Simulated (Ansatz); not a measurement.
## BC5: response to strain

Start from BC5 (space group I-4m2, No. 119; a cell from a computed database, its experimental status unchecked).

```yaml
crystal:
  lattice:
    - [-1.25664, 1.25664, 5.70569]
    - [1.25664, -1.25664, 5.70569]
    - [1.25664, 1.25664, -5.70569]
  atoms:
    - { symbol: B, position: [0.75000, 0.25000, 0.50000] }
    - { symbol: C, position: [0.84387, 0.84387, 0.00000] }
    - { symbol: C, position: [0.15613, 0.15613, 0.00000] }
    - { symbol: C, position: [0.50000, 0.50000, 0.00000] }
    - { symbol: C, position: [0.41998, 0.91998, 0.50000] }
    - { symbol: C, position: [0.08002, 0.58002, 0.50000] }
```

Cartesian axes are those of the cell as printed.

Strains are applied to the cell and any free atomic positions relax; under biaxial strain the out-of-plane vector relaxes too.

Method: PBE (Ansatz, a quantum-chemistry and plane-wave program; PAW; 420 eV plane waves; spin-orbit coupling left out).

Notes on the quantities. pressure: mean of the normal stresses, compression positive; energy relative to the base: free energy F.

```csv
case,pressure,shortest interatomic distance,energy relative to the base,space group
base,0.0 GPa,1.528 Å,0 meV/atom,I-4m2 (No. 119)
"biaxial strain +4.96 %, plane normal [001], relaxed out of plane",(withheld),(withheld),(withheld),I-4m2 (No. 119)
isotropic strain −0.87 %,10.4 GPa,1.515 Å,+4.9 meV/atom,I-4m2 (No. 119)
uniaxial strain ε_yy = −4.99 %,21.0 GPa,1.485 Å,+45 meV/atom,Imm2 (No. 44)
tensor shear ε_xy = +1.33 %,0.1 GPa,1.528 Å,+4.2 meV/atom,F222 (No. 22)
```

Some entries are withheld; estimate them.


- biaxial strain +4.96 %, plane normal [001], relaxed out of plane, pressure: -23.3 GPa
- biaxial strain +4.96 %, plane normal [001], relaxed out of plane, shortest interatomic distance: 1.573 Å
- biaxial strain +4.96 %, plane normal [001], relaxed out of plane, energy relative to the base: +70 meV/atom

Without a gap, meshes like the base's 20×20×20 leave anisotropic stresses uncertain by several tenths of a GPa, and small strain energies with them. No phonon test of stability was made. All final runs are without spin polarisation. An odd electron count without spin: BC5.
